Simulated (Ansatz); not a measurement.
## Ti3AlN in the anti-perovskite structure (space group Pm-3m, No. 221; a cell from a computed database, its experimental status unchecked)

```cif
data_AlNTi3
_chemical_formula_sum 'Ti3 Al1 N1'
_space_group_name_H-M_alt 'P 1'
_space_group_IT_number 1
_cell_length_a 4.08605
_cell_length_b 4.08605
_cell_length_c 4.08605
_cell_angle_alpha 90.000
_cell_angle_beta 90.000
_cell_angle_gamma 90.000
loop_
_space_group_symop_operation_xyz
  'x, y, z'
loop_
_atom_site_label
_atom_site_type_symbol
_atom_site_fract_x
_atom_site_fract_y
_atom_site_fract_z
_atom_site_occupancy
Ti1 Ti 0.50000 0.00000 0.50000 1
Ti2 Ti 0.00000 0.50000 0.50000 1
Ti3 Ti 0.50000 0.50000 0.00000 1
Al1 Al 0.00000 0.00000 0.00000 1
N1 N 0.50000 0.50000 0.50000 1
```

All numbers come from DFT with PBEsol, PAW potentials and a 420 eV plane-wave cutoff in Ansatz (a program for electronic structure), scalar-relativistic without spin-orbit coupling. Γ-centred 11×11×11 mesh, Fermi–Dirac width 0.05 eV.

| Item | Value |
|---|---|
| Volume per atom | 13.64 Å³ |
| Density | 4.49 g/cm³ |
| Band gap | zero |
| Total energy | -1665.985 eV/atom (σ→0; compares only within this code and set-up) |

No phonon test of stability was made. The final runs are not spin-polarised.
